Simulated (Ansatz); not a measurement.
## Hf: isotropic strain −1.50 %

The parent structure is Hf in the hcp (Mg type) structure (space group P6_3/mmc, No. 194; a = 3.158 Å, c = 5.004 Å; relaxed with 0.1 eV smearing).

Now apply this change: an isotropic linear strain of −1.50 %, atoms relaxed at fixed cell.

Method: Ansatz (a first-principles code), PBEsol, PAW, cutoff 420 eV, no SOC. k-mesh 21×21×12 (Γ-centred); smearing 0.1 eV (Fermi–Dirac).

Space group: P6_3/mmc (No. 194) (base P6_3/mmc (No. 194))
Shortest interatomic distance: 3.050 Å (base 3.096 Å)
Energy relative to the base (free energy F): +16 meV/atom
Pressure (mean of the normal stresses, compression positive): 5.5 GPa (base 0.0 GPa)
Band gap: zero (base zero)

Final structure:

```xyz
2
Lattice="3.1107 0.0000 0.0000 -1.5554 2.6940 0.0000 0.0000 0.0000 4.9294" Properties=species:S:1:pos:R:3 pbc="T T T"
Hf     1.5554     0.8980     3.6971
Hf     0.0000     1.7960     1.2324
```

Cost of the whole job for the changed cell (relaxation, final SCF and bands): roughly 50 core-seconds.

Stability against distortions was not tested. All final runs are without spin polarisation.
